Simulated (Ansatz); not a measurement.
How far PBE and r2SCAN part for hypothetical zinc blende CaO, uniaxial strain ε_xx = +5.27 %

Consider CaO in the zinc blende structure (space group F-43m, No. 216; a = 5.244 Å; a hypothetical phase, not in the database extracts checked). Axes: x, y, z lie along the cube axes.

(Cell as relaxed with PBE.)

Levels (all Ansatz, a first-principles code, PAW): PBE (420 eV, scalar-relativistic without spin-orbit coupling); r2SCAN (500 eV, scalar-relativistic without spin-orbit coupling).

Each level relaxes its own structure.

```tsv
base	PBE	r2SCAN
volume per atom	18.02 Å³	17.71 Å³
lattice parameter a	524.4 pm	521.3 pm
band gap	3.27 eV	3.76 eV
```

Perturbation: the cell is stretched by 5.27 % along x with no lateral relaxation, atoms relaxed at fixed cell.

| quantity | PBE | r2SCAN |
|---|---|---|
| electron mass | 0.42 mₑ (at Γ) | ___ |
| band gap | 3.04 eV | ___ |
| stress (xx, yy, zz, yz, xz, xy; compression positive) | (-4.57, -3.11, -3.11, 0.00, 0.00, 0.00) GPa | ___ |

Predict the r2SCAN column.


- electron mass, r2SCAN: 0.43 mₑ (at Γ)
- band gap, r2SCAN: 3.52 eV
- stress (xx, yy, zz, yz, xz, xy; compression positive), r2SCAN: (-4.87, -3.45, -3.45, 0.00, 0.00, 0.00) GPa

PBE's band gap lies 0.48 eV below r2SCAN's. Neither level is exact; r2SCAN is the comparison here, not a measurement.

Effective masses come from finite differences of ±0.01 Å⁻¹. No phonon test of stability was made.
